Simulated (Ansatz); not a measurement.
(Al,Ti)N: AlTi₇N₈

A 16-atom cell of (Al,Ti)N started in the rock salt structure, site fractions Al 0.125, Ti 0.875, short-range order -0.14 among the nearest mixed sites of the first mixed sublattice (0 is random, a negative value favours unlike neighbours), space group Fm-3m at the end, an ordered arrangement that its symmetry holds.

Method: PBE (plane waves to 420 eV, PAW; Ansatz, an electronic-structure program). No spin–orbit coupling; the runs are not spin-polarised. Its k-point mesh 5×5×5, Fermi–Dirac width 0.05 eV.

The volume per atom is 9.46 Å³. The N–Ti bonds (within 1.22 times the sum of covalent radii) is 2.124 Å on average, from 2.115 to 2.177 (42). The Al–N bonds (within 1.22 times the sum of covalent radii) is 2.052 Å on average, from 2.052 to 2.052 (6).

```
CELL_PARAMETERS angstrom
      0.00000     4.22930     4.22930
      4.22930     0.00000     4.22930
      4.22930     4.22930     0.00000
ATOMIC_POSITIONS crystal
  Ti 0.00000 0.00000 0.00000
  Ti 0.00000 0.00000 0.50000
  Al 0.00000 0.50000 0.00000
  Ti 0.00000 0.50000 0.50000
  Ti 0.50000 0.00000 0.00000
  Ti 0.50000 0.00000 0.50000
  Ti 0.50000 0.50000 0.00000
  Ti 0.50000 0.50000 0.50000
  N  0.24258 0.25742 0.24258
  N  0.24258 0.25742 0.75742
  N  0.25000 0.75000 0.25000
  N  0.24258 0.74258 0.75742
  N  0.75742 0.25742 0.24258
  N  0.75000 0.25000 0.75000
  N  0.75742 0.74258 0.24258
  N  0.75742 0.74258 0.75742
```
